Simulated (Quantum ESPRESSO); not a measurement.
A self-consistent single point of Ga2S3 (Cc, 10 atoms in the cell) with Quantum ESPRESSO.

Method of the run: LDA (PZ), GBRV 1.5 ultrasoft (LDA) pseudopotentials (plane waves; Quantum ESPRESSO).

The change in words: lattice scaled by 1.03; ecutwfc: 50 Ry → 30 Ry; ecutrho: 250 Ry → 150 Ry. Reference geometry:
```xyz
10
Lattice="5.6150 -3.2276 0.0000 5.6150 3.2276 0.0000 -3.6346 0.0000 6.0449" Properties=species:S:1:pos:R:3 pbc="T T T"
Ga     7.5694     0.4282     2.2992
Ga     5.7521    -0.4282     5.3216
Ga     3.7719     0.6254     2.2423
Ga     1.9546    -0.6254     5.2648
S      5.6055    -0.5717     3.0053
S      3.7882     0.5717     6.0277
S      1.8924    -0.5619     2.9508
S      0.0752     0.5619     5.9732
S      5.5559    -2.6492     0.0870
S      3.7386     2.6492     3.1095
```

Reference input (self-consistent single point, DFT, LDA (PZ), plane waves, GBRV 1.5 ultrasoft (LDA) pseudopotentials): ecutwfc = 50 Ry; ecutrho = 250 Ry; occupations = smearing; smearing = fd; degauss = 0.0036749 Ry; potentials = {Ga: ga_lda_v1.4.uspp.F.UPF, S: s_lda_v1.4.uspp.F.UPF}; K_POINTS = automatic 3 3 2 0 0 0; conv_thr = 1e-10 Ry. This run's input differs from it in these lines:

```diff
@@ -12,4 +12,4 @@
     ntyp = 2,
-    ecutwfc = 50,
-    ecutrho = 250,
+    ecutwfc = 30,
+    ecutrho = 150,
     occupations = 'smearing',
@@ -25,12 +25,12 @@
 ATOMIC_POSITIONS alat
-Ga    1.1687370694    0.0661112330    0.3549984943
-Ga    0.8881440006   -0.0661112330    0.8216719454
-Ga    0.5823938113    0.0965604741    0.3462156999
-Ga    0.3018007425   -0.0965604741    0.8128891511
-S     0.8654949383   -0.0882778818    0.4640227459
-S     0.5849018695    0.0882778818    0.9306961971
-S     0.2921975414   -0.0867529280    0.4556039569
-S     0.0116044726    0.0867529280    0.9222774080
-S     0.8578366195   -0.4090364675    0.0134401954
-S     0.5772435506    0.4090364675    0.4801136465
+Ga    1.1687370891    0.0661112292    0.3549985121
+Ga    0.8881440123   -0.0661112292    0.8216719866
+Ga    0.5823938201    0.0965604687    0.3462157173
+Ga    0.3018007433   -0.0965604687    0.8128891919
+S     0.8654949517   -0.0882778769    0.4640227692
+S     0.5849018749    0.0882778769    0.9306962438
+S     0.2921975441   -0.0867529231    0.4556039797
+S     0.0116044674    0.0867529231    0.9222774543
+S     0.8578366353   -0.4090364445    0.0134401961
+S     0.5772435585    0.4090364445    0.4801136706
 K_POINTS automatic
@@ -38,5 +38,5 @@
 CELL_PARAMETERS angstrom
-   5.6150450000    -3.2276150000     0.0000000000
-   5.6150450000     3.2276150000     0.0000000000
-  -3.6345730000     0.0000000000     6.0449060000
+   5.7834960000    -3.3244430000     0.0000000000
+   5.7834960000     3.3244430000     0.0000000000
+  -3.7436100000     0.0000000000     6.2262530000
```

The program printed (abridged):

```
     Self-consistent Calculation

     iteration #  1     ecut=    30.00 Ry     beta= 0.70

     total energy              =   -1796.30471609 Ry
     estimated scf accuracy    <      14.38145300 Ry

     iteration #  2     ecut=    30.00 Ry     beta= 0.70

     total energy              =   -1802.09734936 Ry
     estimated scf accuracy    <      15.57817873 Ry

     iteration #  3     ecut=    30.00 Ry     beta= 0.70

     total energy              =   -1804.79411810 Ry
     estimated scf accuracy    <       0.77573364 Ry

   [... 9 blocks of this kind left out ...]

     iteration # 13     ecut=    30.00 Ry     beta= 0.70

     total energy              =   -1804.84301323 Ry
     estimated scf accuracy    <          3.3E-10 Ry

     iteration # 14     ecut=    30.00 Ry     beta= 0.70
     End of self-consistent calculation

     the Fermi energy is     5.2468 ev

!    total energy              =   -1804.84301323 Ry
     estimated scf accuracy    <          6.6E-12 Ry
     smearing contrib. (-TS)   =      -0.00000017 Ry
     internal energy E=F+TS    =   -1804.84301307 Ry

     convergence has been achieved in  14 iterations

     Forces acting on atoms (cartesian axes, Ry/au):

     atom    1 type  1   force =     0.00371516   -0.00362329    0.00329426
     atom    2 type  1   force =     0.00371516    0.00362329    0.00329426
     atom    3 type  1   force =     0.00092562    0.00683022    0.00456682
     atom    4 type  1   force =     0.00092562   -0.00683022    0.00456682
     atom    5 type  2   force =     0.00186486    0.01714945    0.00496890
   [... lines left out ...]

     Total force =     0.059235     Total SCF correction =     0.000009

          total   stress  (Ry/bohr**3)                   (kbar)     P=      -96.39
  -0.00064335   0.00000000  -0.00001448          -94.64        0.00       -2.13
   0.00000000  -0.00066645   0.00000000            0.00      -98.04        0.00
  -0.00001448   0.00000000  -0.00065593           -2.13        0.00      -96.49

   JOB DONE.
```

The run converged in 14 iterations. Against the reference run the free energy rises by 107 meV/atom, the pressure goes from -2.55 to -9.64 GPa, the largest force goes from 0.047 to 0.808 eV/Å and the gap on the mesh goes from 1.611 to 1.152 eV.

The starting cell comes from a database of computed structures (which also holds hypothetical and non-ambient phases and stackings), without a prior relaxation at this level. For this run, on top of that: lattice scaled by 1.03.

Cost on one core of a shared machine: roughly 2 min.
